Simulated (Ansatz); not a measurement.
Consider Ti in the hcp (Mg type) structure (space group P6_3/mmc, No. 194; a = 2.940 Å, c = 4.654 Å; relaxed with 0.1 eV smearing). Axes: x lies along a and z along c of the hexagonal cell.

The values are results of Ansatz (a quantum-chemistry and plane-wave program) PBE, spin-orbit coupling left out, not measurements.

Before the change:

Shortest interatomic distance: 2.880 Å
Pressure: 0.0 GPa

Now apply this change: tensile biaxial strain of 2.00 % in the plane normal to [001], as in epitaxy on a mismatched substrate; the out-of-plane cell vector and the atoms relax.

Question: Estimate the effect on the shortest interatomic distance and pressure.

Answer: The shortest interatomic distance falls by 0.009 Å, from 2.880 Å to 2.871 Å; the pressure (mean of the normal stresses, compression positive) goes from zero to -2.4 GPa.

Stability against distortions was not tested. All final runs are without spin polarisation.
